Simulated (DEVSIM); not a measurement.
Structure: Pt/SiO2/n-Si capacitor, at 250 K.

Layer 1 from the left is SiO2, thickness (nm) 1.60. Layer 2 from the left is Si, thickness (nm) 9300, Nd (cm⁻³) 3.8e15.

Metal gate on the left, work function 5.6 eV. Fixed charge at the semiconductor interface -5.6e10 cm⁻² (in units of +e); no interface traps.

This is a model device: material constants are rounded textbook-type values typed into the input, and sizes, dopings and lifetimes were drawn at random. Values at 300 K; Nc and Nv go as T^1.5, mobilities as T to minus their exponent, the gap by Varshni's rule with the affinity fixed.

SiO2: gap (eV) 9, affinity (eV) 0.9, permittivity 3.9. Si: gap (eV) 1.124, affinity (eV) 4.05, permittivity 11.7, Nc (cm⁻³) 2.86e19, Nv (cm⁻³) 3.1e19, Varshni α (eV/K) 0.000473, Varshni β (K) 636.

DEVSIM, 1D Poisson equation in equilibrium, Boltzmann statistics, complete ionisation; no quantum confinement or tunnelling. Metal contacts follow the ideal Schottky-Mott rule: no Fermi-level pinning, no interface dipoles.

Problem. What does the simulation give for the threshold voltage (band bending 2φF), the flat-band voltage, the minimum of the low-frequency capacitance?

Solution. threshold voltage (band bending 2φF) 0.59 V; flat-band voltage 1.37 V; minimum of the low-frequency capacitance 0.0223 μF/cm².
